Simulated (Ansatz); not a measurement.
The structure below was relaxed with PBE (Ansatz, a first-principles code; PAW; 420 eV plane waves; scalar-relativistic without spin-orbit coupling), earlier PAW set, at pressure −2 GPa.

Space group R-3m, hexagonal axes (No. 166); a = b = 2.8744 Å, c = 17.8725 Å, α = β = 90.00°, γ = 120.00°

```csv
atom,site,symmetry,x,y,z
Pd,3a,-3m,0.0000,0.0000,0.0000
Co,3b,-3m,0.0000,0.0000,0.5000
O,6c,3m,0.0000,0.0000,0.1130
```

Question: Write out a cell with all atoms.

Answer: 
```cif
data_Co3O6Pd3
_chemical_formula_sum 'Pd3 Co3 O6'
_space_group_name_H-M_alt 'P 1'
_space_group_IT_number 1
_cell_length_a 2.87444
_cell_length_b 2.87444
_cell_length_c 17.87255
_cell_angle_alpha 90.000
_cell_angle_beta 90.000
_cell_angle_gamma 120.000
loop_
_space_group_symop_operation_xyz
  'x, y, z'
loop_
_atom_site_label
_atom_site_type_symbol
_atom_site_fract_x
_atom_site_fract_y
_atom_site_fract_z
_atom_site_occupancy
Pd1 Pd 0.00000 0.00000 0.00000 1
Co1 Co 0.66667 0.33333 0.83333 1
O1 O 0.33333 0.66667 0.77962 1
O2 O 0.00000 0.00000 0.88704 1
Pd2 Pd 0.66667 0.33333 0.33333 1
Co2 Co 0.33333 0.66667 0.16667 1
O3 O 0.00000 0.00000 0.11296 1
O4 O 0.66667 0.33333 0.22038 1
Pd3 Pd 0.33333 0.66667 0.66667 1
Co3 Co 0.00000 0.00000 0.50000 1
O5 O 0.66667 0.33333 0.44629 1
O6 O 0.33333 0.66667 0.55371 1
```
This is the conventional cell.

Load acts through the strain it causes; cell and atoms are relaxed under it. Whether these cells are dynamically stable was not tested. No Hubbard U is applied and the magnetic state is the run's own (CoPdO2 not spin-polarised); small cells can't hold the antiferromagnetic order that many such compounds have, so gaps and moments can be off. The final runs are not spin-polarised. The cell was made from CoPdO₂ (space group R-3m, No. 166; non-magnetic) by this change: pressure −2 GPa.
